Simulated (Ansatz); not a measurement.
Given:

```
CELL_PARAMETERS angstrom
      3.89114     0.00000     0.00000
      0.00000     3.89114     0.00000
      0.00000     0.00000     3.98452
ATOMIC_POSITIONS crystal
  Sr 0.00000 0.00000 0.00000
  Ti 0.50000 0.50000 0.50000
  O  0.50000 0.00000 0.50000
  O  0.00000 0.50000 0.50000
  O  0.50000 0.50000 0.00000
```

No spin polarisation.

Calculations: PBEsol/PAW in Ansatz (a quantum-chemistry and plane-wave program), without spin-orbit coupling. k-mesh 9×9×9 (Γ-centred); smearing 0.05 eV (Fermi–Dirac).

**Question.** Predict the stress, band gap and smallest direct gap.

**Answer.** The stress (xx, yy, zz, yz, xz, xy; compression positive) is (-2.35, -2.35, -7.41, 0.00, 0.00, 0.00) GPa and the band gap is 1.76 eV. The smallest direct gap comes out as 2.15 eV.

The cells carry an imposed strain or load. Whether these cells are dynamically stable was not tested. All final runs are without spin polarisation. The cell was made from SrTiO3 in the cubic perovskite structure (space group Pm-3m, No. 221) by this change: uniaxial strain ε_zz = +2.40 %. Many cubic perovskites are stable only at high temperature; tilts and polar distortions were not tested.
